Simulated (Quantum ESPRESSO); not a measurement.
A working Quantum ESPRESSO input for Mn3Sn (P6_3/mmc, 8 atoms in the cell) (DFT, PBE, plane waves, SSSP 1.1.2 efficiency (PBE) pseudopotentials):

```fortran
&control
 calculation = 'scf'
 prefix = 'pwscf'
 outdir = './tmp/'
 pseudo_dir = './'
 verbosity = 'high'
 tprnfor = .true.
 tstress = .true.
/
&system
 ibrav = 0
 nat = 8
 ntyp = 2
 ecutwfc = 50
 ecutrho = 400
 occupations = 'smearing'
 smearing = 'cold'
 degauss = 0.0147
 nspin = 2
 starting_magnetization(1) = 0.267
/
&electrons
 conv_thr = 1.0d-10
 mixing_beta = 0.3
/
ATOMIC_SPECIES
Mn    54.9380  mn_pbe_v1.5.uspp.F.UPF
Sn   118.7100  Sn_pbe_v1.uspp.F.UPF
ATOMIC_POSITIONS bohr
Mn    5.2827957104    6.1867287195    6.3815389825
Mn    0.0000000000    2.9633418569    2.1271796608
Mn   -2.7164663822    7.6683996479    2.1271796608
Mn    7.9992620926    1.4816709284    6.3815389825
Mn    2.5663293281    1.4816709284    6.3815389825
Mn    2.7164663822    7.6683996479    2.1271796608
Sn    5.2827957104    3.0500235255    2.1271796608
Sn    0.0000000000    6.1000470509    6.3815389825
K_POINTS automatic
5 5 5  0 0 0
CELL_PARAMETERS angstrom
   5.5910701996     0.0000000000     0.0000000000
  -2.7955350998     4.8420088272     0.0000000000
   0.0000000000     0.0000000000     4.5026200000
```

The run converged in 18 iterations: free energy E − TS -21682.3140 eV; Fermi level (on the code's own zero) 15.69 eV; pressure -0.05 GPa; largest force (vector length) 0.006 eV/Å; size of the cell's spin moment 18.54 μB; site moments (μB, in the program's spheres or projections) Mn 3.08, Mn 3.08, Mn 3.08, Mn 3.08, Mn 3.08, Mn 3.08, Sn -0.13, Sn -0.13. Each of these slips is then made, one at a time:

(1)
```diff
- ecutrho = 400
+ ecutrho = 50
```

(2)
```diff
-Mn    54.9380  mn_pbe_v1.5.uspp.F.UPF
+Mn    54.9380  mn_lda_v1.5.uspp.F.UPF
```

Problem. What happens in each case?

Solution. 
(1) A density cutoff or grid that is too coarse. The program stopped before any SCF iteration.
```
Error in routine set_cutoff (1):
ecutrho <= ecutwfc?!?
```

(2) Potentials made for another functional. The program stopped before any SCF iteration.
```
Error in routine set_dft_from_name (3):
conflicting values for icorr
```

The starting cell comes from a database of computed structures (which also holds hypothetical and non-ambient phases and stackings), without a prior relaxation at this level. The magnetic order is the one reached from the typed start; others were not searched systematically.

Left out of this page: 4 runs of the series outside the window shown, repeating another row's setting, or not comparable.
